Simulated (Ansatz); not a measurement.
# Lu: energy against strain

Lu (hcp, P6_3/mmc, 27.551 Å³/atom and stress up to 0.01 GPa in the relaxed cell, c along z) under a strain ε along a direction in the basal plane (axis x), the other axes held. PBEsol in Ansatz, a plane-wave DFT program (PAW, default set), 420 eV, 19×19×11 Γ-centred mesh, Fermi-Dirac smearing 0.10 eV; ions are relaxed, or left where forces stay under 0.02 eV/Å, within the symmetry of each cell. Against the start cell, which lies near the measured one, the relaxed cell differs by -6.4 % in volume and -3.3 % in c; the values below rest on it.

Here s stands for strain and y for E less E0.

| strain (%) | E less E0 (meV/atom) |
|---|---|
| -3.00 | ? |
| -1.50 | 1.88 |
| -1.00 | 0.81 |
| -0.50 | 0.19 |
| 0.00 | 0.00 |
| 0.50 | 0.24 |
| 1.00 | 0.89 |
| 1.50 | 1.94 |

Question: Fit y against s with a parabola, and predict the withheld value at s = -3.00.

Answer: Least squares gives y = 0.002 + 0.0279·s + 0.8481·s². Residuals (row less fit): 0.012, -0.012, -0.010, -0.002, 0.012, 0.012, -0.012; standard error 0.014 (degrees of freedom: 4). Twice the quadratic coefficient over the volume, 2 × 0.8481 meV × 10⁴ × 0.1602 / 27.551 Å³, is the elastic constant C11 = about 99 GPa. At the withheld row, y = 0.002 + 0.0279 × (-3.0) + 0.8481 × (-3.0)² = 7.551 meV/atom. The calculation gives 7.89 meV/atom, 0.339 meV/atom above the prediction (4.3 % of the range of y in the table). The row lies outside the fitted rows, so this is an extrapolation. From the scatter of the fitted rows alone, a prediction at this place has a standard error of 0.055 meV/atom, so the miss is 6.2 times that.

A polynomial of degree 3 through the 12 other runs of the series gives 7.90 there, so most of the miss is curvature that the fit leaves out. In a metal these values are sensitive to mesh and smearing; energies are taken to zero smearing, stresses follow the free energy. Rows are the converged runs of the series near zero and its far end; series whose fitted rows scatter by over a few per cent of the range, as at a crossing or softening among them, aren't shown in this form, nor equations of state whose B0' disagrees with the runs' pressures. Most that stay on the fit to the last digits aren't either.
